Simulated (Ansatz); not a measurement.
The starting structures come from a database of crystals and need not be the phases stable at ambient conditions.

 Where the default PAW files enter, the runs use the earlier of Ansatz's two default sets.

# Evanescent states of Sr(H$_{2}$N)$_{2}$ (I4_1/amd, not sure to be the ambient phase, 14 atoms a cell, 11.7 Å³ an atom) along the normal of (110)

Calculation: PBEsol (plane waves, PAW; Ansatz, a quantum-chemistry and plane-wave program).

The gap is the functional's own, uncorrected, and κ follows it; spin-orbit coupling is left out. Mid-gap values are interpolated between the computed energies.

Energies count from the valence-band top; κ is the least over a 6×6 mesh across the current.

| E (eV) | κ (1/Å) | where |
|---|---|---|
| 0.06 | 0.115 | off Γ |
| 0.18 | 0.191 | off Γ |
| 0.30 | 0.225 | Γ |
| 0.42 | 0.243 | Γ |
| 0.54 | ___ | Γ |
| 0.66 | ___ | Γ |
| 0.78 | ___ | Γ |
| 0.90 | ___ | Γ |
| 1.02 | ___ | Γ |
| 1.14 | ___ | Γ |
| 1.26 | ___ | Γ |
| 1.38 | ___ | Γ |
| 1.50 | ___ | Γ |
| 1.62 | 0.243 | Γ |
| 1.74 | ___ | Γ |
| 1.86 | 0.206 | Γ |
| 1.98 | 0.179 | Γ |
| 2.10 | 0.144 | Γ |
| 2.22 | 0.089 | Γ |

Problem. What belongs in the gaps?

Solution. 
- 0.54, κ (1/Å): 0.256
- 0.66, κ (1/Å): 0.266
- 0.78, κ (1/Å): 0.273
- 0.90, κ (1/Å): 0.276
- 1.02, κ (1/Å): 0.278
- 1.14, κ (1/Å): 0.276
- 1.26, κ (1/Å): 0.272
- 1.38, κ (1/Å): 0.265
- 1.50, κ (1/Å): 0.256
- 1.74, κ (1/Å): 0.227
